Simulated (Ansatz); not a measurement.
## Cu, response to strain

Take Cu in the fcc (Cu type) structure (space group Fm-3m, No. 225; relaxed with 0.1 eV smearing) as the base.

```
CELL_PARAMETERS angstrom
      0.00000     1.78189     1.78189
      1.78189     0.00000     1.78189
      1.78189     1.78189     0.00000
ATOMIC_POSITIONS crystal
  Cu 0.00000 0.00000 0.00000
```

Cartesian axes are those of the cell as printed.

Strains are applied to the cell and any free atomic positions relax; under biaxial strain the out-of-plane vector relaxes too.

All numbers come from PBEsol, PAW, 420 eV (Ansatz, a first-principles code; no spin-orbit coupling).

Notes on the quantities. pressure: mean of the normal stresses, compression positive; energy relative to the base: free energy F.

| change | pressure | out-of-plane strain | energy relative to the base |
|---|---|---|---|
| base | 0.0 GPa | – | 0 meV/atom |
| biaxial strain −2.50 %, plane normal [001], relaxed out of plane | 3.2 GPa | +3.37 % | +8.0 meV/atom |
| biaxial strain −2.00 %, plane normal [001], relaxed out of plane | 2.5 GPa | +2.71 % | +4.9 meV/atom |
| biaxial strain −1.50 %, plane normal [001], relaxed out of plane | 1.8 GPa | +2.05 % | +2.7 meV/atom |
| biaxial strain −0.50 %, plane normal [001], relaxed out of plane | 0.5 GPa | +0.69 % | +0.3 meV/atom |
| biaxial strain +1.00 %, plane normal [001], relaxed out of plane | -0.9 GPa | -1.43 % | +1.0 meV/atom |
| biaxial strain +1.50 %, plane normal [001], relaxed out of plane | [?] | [?] | [?] |
| biaxial strain +2.00 %, plane normal [001], relaxed out of plane | -1.6 GPa | -2.91 % | +3.6 meV/atom |
| biaxial strain +2.50 %, plane normal [001], relaxed out of plane | -1.8 GPa | -3.67 % | +5.4 meV/atom |
| biaxial strain +3.00 %, plane normal [001], relaxed out of plane | -2.1 GPa | -4.44 % | +7.5 meV/atom |

Question: Some entries are withheld; estimate them.

Answer: 
- biaxial strain +1.50 %, plane normal [001], relaxed out of plane, pressure: -1.3 GPa
- biaxial strain +1.50 %, plane normal [001], relaxed out of plane, out-of-plane strain: -2.16 %
- biaxial strain +1.50 %, plane normal [001], relaxed out of plane, energy relative to the base: +2.1 meV/atom

Stability against distortions was not tested. All final runs are without spin polarisation.
